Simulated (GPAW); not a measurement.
Worked example: self-consistent single point of ScCd3 (P6_3/mmc, 8 atoms in the cell) in GPAW.

Level of theory: LDA (Perdew-Wang 92), GPAW PAW datasets LDA (gpaw-data 1.0.1) (plane waves; GPAW 25.7.0).

The change in words: lattice scaled by 0.98. Reference geometry:
```
ScCd3
1.0
    6.35417     0.00000     0.00000
   -3.17708     5.50287     0.00000
    0.00000     0.00000     4.84750
Sc Cd
2 6
Cartesian
  0.00000   3.66858   1.21188
  3.17709   1.83429   3.63563
  3.17708   3.67702   1.21188
  0.00000   1.82585   3.63563
 -1.59585   4.58995   3.63563
  4.77293   0.91293   1.21188
  1.58124   0.91293   1.21188
  1.59585   4.58995   3.63563
```

Reference input (self-consistent single point, DFT LDA (Perdew-Wang 92), plane waves, GPAW PAW datasets LDA (gpaw-data 1.0.1)): mode = pw; ecut = 800 eV; xc = LDA; kpts = 4 4 5; mesh shift (steps) = 0 0 0; occupations.name = methfessel-paxton; occupations.width = 0.1 eV; occupations.order = 0; nbands = -14; convergence.density = 1e-05 e/electron; convergence.energy = 1e-05 eV/electron; symmetry.symmorphic = false. This run's input differs from it in these lines:

```diff
@@ -5,13 +5,13 @@
 atoms = Atoms(['Sc', 'Sc', 'Cd', 'Cd', 'Cd', 'Cd', 'Cd', 'Cd'],
-              cell=[[6.354170, 0.000000, 0.000000],
-                    [-3.177085, 5.502873, 0.000000],
-                    [0.000000, 0.000000, 4.847500]],
-              positions=[[-0.000003, 3.668584, 1.211875],
-                         [3.177088, 1.834289, 3.635625],
-                         [3.177085, 3.677020, 1.211875],
-                         [-0.000000, 1.825853, 3.635625],
-                         [-1.595850, 4.589946, 3.635625],
-                         [4.772935, 0.912927, 1.211875],
-                         [1.581235, 0.912927, 1.211875],
-                         [1.595850, 4.589946, 3.635625]],
+              cell=[[6.227087, 0.000000, 0.000000],
+                    [-3.113543, 5.392816, 0.000000],
+                    [0.000000, 0.000000, 4.750550]],
+              positions=[[-0.000003, 3.595212, 1.187637],
+                         [3.113547, 1.797604, 3.562912],
+                         [3.113544, 3.603480, 1.187637],
+                         [0.000000, 1.789336, 3.562912],
+                         [-1.563932, 4.498148, 3.562912],
+                         [4.677476, 0.894668, 1.187637],
+                         [1.549611, 0.894668, 1.187637],
+                         [1.563933, 4.498148, 3.562912]],
               pbc=True)
```

Output (repeated stretches shortened):

```
     iter     time        total  log10-change:
                         energy   eigst   dens
iter:   1 --:--:--   -24.476847
iter:   2 --:--:--   -24.210771   -0.42  -1.43
iter:   3 --:--:--   -23.265587   -0.91  -1.46
iter:   4 --:--:--   -23.187173   -1.44  -1.63
iter:   5 --:--:--   -23.212426   -1.59  -1.75
iter:   6 --:--:--   -23.173137   -2.43  -2.17
iter:   7 --:--:--   -23.083643   -2.23  -2.21
iter:   8 --:--:--   -23.080823   -3.29  -2.83
iter:   9 --:--:--   -23.078099   -4.11  -2.84
iter:  10 --:--:--   -23.077563   -4.25  -3.07
iter:  11 --:--:--   -23.077409c  -4.56  -3.13
iter:  12 --:--:--   -23.077187c  -4.80  -3.56
iter:  13 --:--:--   -23.077206c  -5.79  -3.80
iter:  14 --:--:--   -23.077229c  -5.80  -3.84
iter:  15 --:--:--   -23.077209c  -6.53  -4.00
iter:  16 --:--:--   -23.077179c  -5.89  -4.09
iter:  17 --:--:--   -23.077180c  -6.64  -4.70
iter:  18 --:--:--   -23.077179c  -7.33  -4.70
iter:  19 --:--:--   -23.077176c  -7.47c -4.83
iter:  20 --:--:--   -23.077176c  -8.01c -5.06c
Converged after 20 iterations.

Dipole moment: (-0.000000, 0.000000, -0.000023) |e|*Ang

Energy contributions relative to reference atoms: (reference = -953699.056336)

Kinetic:        +13.428102
Potential:       -2.772918
External:        +0.000000
XC:             -34.768150
Entropy (-ST):   -0.039008
Local:           +1.055294
SIC:             +0.000000
--------------------------
Free energy:    -23.096679
Extrapolated:   -23.077176

Showing only first 2 kpts
 Kpt  Band  Eigenvalues  Occupancy
  0    45      6.48470    2.00000
  0    46      8.73746    0.00000
  0    47      8.73748    0.00000
  0    48      8.79509    0.00000

  1    45      6.26156    2.00000
  1    46      8.12808    0.02060
  1    47      8.12812    0.02057
  1    48      8.23372    0.00014

Fermi level: 7.96436

No gap
   [... lines left out ...]
  2 Cd   -0.00000   -0.03198    0.00000
  3 Cd    0.00000    0.03198    0.00000
  4 Cd    0.02769   -0.01599    0.00000
  5 Cd   -0.02769    0.01599   -0.00000
  6 Cd    0.02769    0.01599   -0.00000
  7 Cd   -0.02769   -0.01599    0.00000

Stress tensor:
     0.012667    -0.000000     0.000000
    -0.000000     0.012667     0.000000
     0.000000     0.000000     0.011618
Stress (GPa, Voigt): [ 2.0296  2.0296  1.8614  0.      0.     -0.    ]
```

The run converged in 20 iterations. GPAW prints stress with tension positive. Against the reference run the free energy drops by 31.3 meV/atom, the pressure goes from -5.85 to -1.97 GPa and the largest force moves little (0.033 to 0.032 eV/Å).

The starting cell comes from a database of computed structures (which also holds hypothetical and non-ambient phases and stackings), without a prior relaxation at this level. For this run, on top of that: lattice scaled by 0.98.

Cost on one core of a shared machine: roughly 90 s.
